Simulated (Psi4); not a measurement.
Psi4 1.11, B3LYP/cc-pvdz, scf_type pk: Si(All)2(Me)(OH) (C=CC[Si](C)(O)CC=C), 23 atoms. The geometry is a generated start, not checked to be a minimum at this level.

```
Quantity                                          Value
-----------------------  ------------------------------
task                                             energy
method                                            b3lyp
basis                                           cc-pvdz
scf_type                                             pk
guess                    auto, which took SAD (default)
diis_max_vecs                              10 (default)
scf_initial_accelerator                 adiis (default)
e_convergence                           1e-06 (default)
d_convergence                           1e-06 (default)
dft_radial_points                          75 (default)
dft_spherical_points                      302 (default)
basis functions                                     200
grid points                                      484772
```

On 4 threads. Build: conda-forge: OpenMP (LLVM), MKL, Libint2. Each setting ran once; only counts and results are compared.

Values of memory tried: 8 GB, 4 GB, 2 GB, 1 GB, 0.5 GB, 0.3 GB.

Task: What happens as the memory setting falls?

Result: It runs down to 0.3 GB, the lowest tried, with the same result. At 8 GB: SCF: PK in core. From 4 GB down: SCF: PK on disk.

```
memory             path  peak memory
------  ---------------  -----------
8 GB    SCF: PK in core      3.9 GiB
4 GB    SCF: PK on disk      3.2 GiB
2 GB    SCF: PK on disk      1.7 GiB
1 GB    SCF: PK on disk      1.1 GiB
0.5 GB  SCF: PK on disk     0.82 GiB
0.3 GB  SCF: PK on disk     0.72 GiB
```

Peak memory is the kernel's count for the largest process, libraries included and scratch files not. The peak passes the setting at 1 GB, 0.5 GB, 0.3 GB: it is no hard cap.
